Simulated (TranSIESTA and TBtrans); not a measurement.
# Pb chain with one Li atom in place of Pb

System: Pb chain with one Li atom in place of Pb. Leads: straight Pb chain, spacing 2.85 Å. Geometry: as built, not relaxed. Transport runs along z; the first 4 and the last 4 of the 15 atoms are the lead cells, repeated to infinity.

```xyz
15
Lattice="9.000 0.000 0.000 0.000 9.000 0.000 0.000 0.000 42.850" Properties=species:S:1:pos:R:3 pbc="F F T"
Pb     4.500     4.500     0.000
Pb     4.500     4.500     2.850
Pb     4.500     4.500     5.700
Pb     4.500     4.500     8.550
Pb     4.500     4.500    11.400
Pb     4.500     4.500    14.250
Pb     4.500     4.500    17.100
Li     4.500     4.500    20.000
Pb     4.500     4.500    22.900
Pb     4.500     4.500    25.750
Pb     4.500     4.500    28.600
Pb     4.500     4.500    31.450
Pb     4.500     4.500    34.300
Pb     4.500     4.500    37.150
Pb     4.500     4.500    40.000
```

Computed with TranSIESTA and TBtrans, PBE, DZ numerical orbitals (energy shift 0.15 eV), PseudoDojo norm-conserving scalar-relativistic potentials, mesh cutoff 200 Ry, 300 K, no spin polarisation, no spin-orbit coupling; self-consistent non-equilibrium Green functions.

Conductance at 300 K (G0 = 2e²/h): 0.43
Thermopower (μV/K): -3.1
Mean T from −0.5 to 0.5 eV: 0.42

Energies count from the leads' Fermi level. Transmissions are for one spin of a degenerate pair. The energy step is 0.01 eV; narrower resonances are cut or missed.

```
E (eV)     T  lead channels
------  ----  -------------
-1.95   0.14              1
-1.80   0.15              1
-1.65   0.17              1
-1.50   0.18              1
-1.35   0.20              1
-1.20   0.22              1
-1.05   0.24              1
-0.90   0.26              1
-0.75   0.28              3
-0.60   0.31              3
-0.45   0.33              3
-0.30   0.36              3
-0.15   0.40              3
0.00    0.43              3
0.15    0.45              3
0.30    0.47              3
0.45    0.50              3
0.60    0.53              3
0.75    0.56              3
0.90    0.59              3
1.05    0.62              3
1.20    0.65              3
1.35    0.68              3
1.50    0.71              3
1.65    0.75              3
1.80    0.78              3
1.95    0.81              3
```

The straight chain is held at its spacing; free chains may zigzag or dimerise. No spin-polarised start was tried, so a magnetic state, if there is one, is missed. Spin-orbit coupling, left out here, matters for the heavy atoms.
